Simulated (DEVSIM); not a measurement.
System: Schottky contact on n-type ZnO, at 300 K.

Layer 1 from the left is ZnO, thickness (μm) 10.0, Nd (cm⁻³) 5e15, τn (s) 4.6e-10, τp (s) 4.6e-10. Layer 2 from the left is ZnO, thickness (μm) 3.30, Nd (cm⁻³) 5.2e17, τn (s) 4.6e-10, τp (s) 4.6e-10.

Left contact: Schottky, work function 5.71 eV, emission velocity 7.2e6 cm/s. Right contact: ohmic. Voltage is applied to the left contact. Recombination: SRH at mid-gap. Mobility is constant in doping.

Constants are typed, rounded textbook-type inputs, not results; the design itself was drawn at random and stands for no fabricated device. Values at 300 K.

ZnO: gap (eV) 3.37, affinity (eV) 4.5, permittivity 8.7, Nc (cm⁻³) 3.7e18, Nv (cm⁻³) 1.8e19, μn (cm²/Vs) 200, μp (cm²/Vs) 20.

Simulated with DEVSIM: 1D drift-diffusion, Boltzmann statistics, complete ionisation; no tunnelling, impact ionisation, image-force lowering or self-heating. Metal contacts follow the ideal Schottky-Mott rule: no Fermi-level pinning, no interface dipoles.

Dark forward current:

```
|V| (V)  |J| (A/cm²)
-------  -----------
0.10       5.123e-13
0.15       3.561e-12
0.20       2.434e-11
0.25       1.659e-10
0.30        1.128e-9
0.35        7.659e-9
0.40        5.191e-8
0.45        3.509e-7
0.50        2.366e-6
0.55        1.590e-5
0.60       0.0001063
0.65       0.0007067
0.70        0.004657
0.75         0.03018
0.80          0.1865
0.85          0.9728
0.90           3.405
0.95           7.714
1.00           13.25
1.05           19.49
1.10           26.15
1.15           33.08
1.20           40.20
1.25           47.46
1.30           54.82
1.35           62.26
```

Task: Work out the local ideality factor n = ΔV / (kT/q · ln(J2/J1)) between the rows 0.15 and 0.20 V, 1.30 and 1.35 V.

Result: kT/q = 25.85 mV. From 0.15 to 0.20 V: ln(2.434e-11/3.561e-12) = 1.922, n = 1.01, near the 1 of diffusion or emission over a barrier. From 1.30 to 1.35 V: ln(62.26/54.82) = 0.127, n = 15.20; the layers' resistance at their doping, Σ W/(qμN) = 0.0063 Ω cm², would take 47 mV of this step of 50 mV.

Task: Estimate the current at 0.45 V for emission alone, J0 = q v N_band exp(−φB/kT), and read the barrier back from the simulated current.

Result: φB = 1.210 eV, N_band = 3.70e18 cm⁻³, J0 = 2.00e-14 A/cm²; J = J0 (exp(qV/kT) − 1) = 7.27e-7 A/cm². The simulation gives 3.51e-7 A/cm²; the estimate lies 110 % above. Read backwards, the simulated current gives an apparent barrier of 1.229 eV. The estimate leaves out transport through the depletion region and minority injection.
